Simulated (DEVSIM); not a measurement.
System: Si p-i-n diode, at 300 K.

| layer (left to right) | material | thickness (μm) | Nd (cm⁻³) | Na (cm⁻³) | τn (s) | τp (s) |
|---|---|---|---|---|---|---|
| 1 | Si | 0.150 | - | 6.3e17 | 5.1e-6 | 5.1e-6 |
| 2 | Si | 1.40 | 8.6e11 | - | 5.1e-6 | 5.1e-6 |
| 3 | Si | 2.90 | 5.9e18 | - | 5.1e-6 | 5.1e-6 |

Left contact: ohmic. Right contact: ohmic. Voltage is applied to the left contact. Recombination: SRH at mid-gap, radiative. Mobility is constant in doping.

The device is made up for the run: typed textbook-type constants, with dimensions and the other settings drawn at random. Values at 300 K; Nc and Nv go as T^1.5, mobilities as T to minus their exponent, the gap by Varshni's rule with the affinity fixed.

| parameter | Si |
|---|---|
| gap (eV) | 1.124 |
| affinity (eV) | 4.05 |
| permittivity | 11.7 |
| Nc (cm⁻³) | 2.86e19 |
| Nv (cm⁻³) | 3.1e19 |
| μn (cm²/Vs) | 1417 |
| μp (cm²/Vs) | 470 |
| T exponent of μn | 2.3 |
| T exponent of μp | 2.2 |
| B (cm³/s) | 4.7e-15 |
| Varshni α (eV/K) | 0.000473 |
| Varshni β (K) | 636 |

DEVSIM, 1D drift-diffusion, Boltzmann statistics, complete ionisation; no tunnelling, impact ionisation, image-force lowering or self-heating.

The temperature was swept, all else fixed.

```
temperature (K)  dark forward voltage at 100 A/cm² (V)  dark forward voltage at 1 A/cm² (V)  potential step across the device at zero bias (V)
---------------  -------------------------------------  -----------------------------------  -------------------------------------------------
250                                                  …                                    …                                              1.030
300                                              0.727                                0.604                                              0.982
350                                              0.640                                0.496                                              0.932
400                                              0.552                                0.386                                              0.878
450                                              0.461                                0.275                                              0.822
500                                              0.369                                0.163                                              0.763
```

Question: Fill in the missing entries.

Answer: 
- 250, dark forward voltage at 100 A/cm² (V): 0.812
- 250, dark forward voltage at 1 A/cm² (V): 0.709
